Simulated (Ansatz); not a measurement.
Start from ZrSi2 (space group Cmcm, No. 63; a = 3.689 Å, b = 14.858 Å, c = 3.667 Å). Axes: x, y, z lie along a, b, c of the conventional cell.

Computed with r2SCAN (Ansatz, an electronic-structure program), no SOC.

The change: an isotropic linear strain of −2.83 %; the atoms relax in the strained cell.

Problem. Predict the stress tensor and what it implies for the stiffness.

Solution. Stress of the strained cell less that of the base (GPa, compression positive):
```
   14.3     0.0     0.0
    0.0    11.3     0.0
    0.0     0.0    15.5
```

Then B = −ΔP/(ΔV/V₀) with ΔV/V₀ = -0.0825 gives secant stiffness values (nonlinear terms included at this strain): B (at held cell shape, above the free-shape value) ≈ 166 GPa.

As a check, the harmonic strain energy −½ V₀ Δσ:ε is 61 meV/atom; the computed energy rise is 55 meV/atom.

Whether these cells are dynamically stable was not tested. All final runs are without spin polarisation.
